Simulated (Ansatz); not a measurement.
```yaml
crystal:
  lattice:
    - [0.00000, 3.08151, 3.08151]
    - [3.08151, 0.00000, 3.08151]
    - [3.08151, 3.08151, 0.00000]
  atoms:
    - { symbol: Ga, position: [0.00000, 0.00000, 0.00000] }
    - { symbol: Sb, position: [0.25000, 0.25000, 0.25000] }
```

No spin polarisation.

Method: r2SCAN (Ansatz, a first-principles code), no spin-orbit coupling. Γ-centred 13×13×13 mesh, Fermi–Dirac width 0.05 eV.

### Question
Predict the pressure and gap character.

### Answer
The pressure comes out as -0.76 GPa and the gap character is direct at Γ.

With Sb present, leaving out spin-orbit coupling can change the band edges. The cells carry an imposed strain or load. Whether these cells are dynamically stable was not tested. The cell was made from GaSb in the zinc blende structure (space group F-43m, No. 216) by this change: isotropic strain +0.50 %. A zero or small gap of GaSb under isotropic strain +0.50 % can be the functional's error rather than a property of the material.
